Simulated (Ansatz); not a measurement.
CrI3 (model structure, started from the BiI3 type, R-3, No. 148, 8 atoms in the cell), treated with r²SCAN (PAW; Ansatz, a quantum-chemistry and plane-wave program).

Settings: plane-wave cutoff 560 eV, 6×6×6 k mesh, Fermi–Dirac smearing 0.01 eV, spin-polarised with parallel moments, scalar-relativistic PAW data made under PBE.

Cell (relaxed at this level):

```xyz
8
Lattice="3.4869 2.0131 6.9226 -3.4869 2.0131 6.9226 0.0000 -4.0263 6.9226" Properties=species:S:1:pos:R:3 pbc="T T T"
Cr     0.0000     0.0000     6.9266
Cr     0.0000     0.0000    13.8412
I     -2.2493    -0.1390     8.4888
I      1.2450    -1.8785     8.4888
I      1.0043     2.0175     8.4888
I      2.2493     0.1390    12.2790
I     -1.2450     1.8785    12.2790
I     -1.0043    -2.0175    12.2790
```
Starting moments (μB, in the order of the record's atoms Cr Cr I I I I I I): 3.0 3.0 0.0 0.0 0.0 0.0 0.0 0.0.

Give the computed band gap and direct gap at Γ.


- band gap: 1.41 eV (on the SCF k mesh)
- direct gap at Γ: 1.58 eV

Note: the magnetic order was assumed, not searched for or taken from measurement; the relaxation could raise the start's symmetry but not lower it, so the cell can be a saddle point; the cell has widely spaced layers and the level no dispersion term, so their spacing and the moduli can rest on weak binding.

Spin–orbit coupling is not included; with these elements it can move the gap by several tenths of an eV or more.

A model structure was made by putting elements into a prototype or built by hand; it is no filed structure, need not be a known phase, and can be a saddle point held by its symmetry.
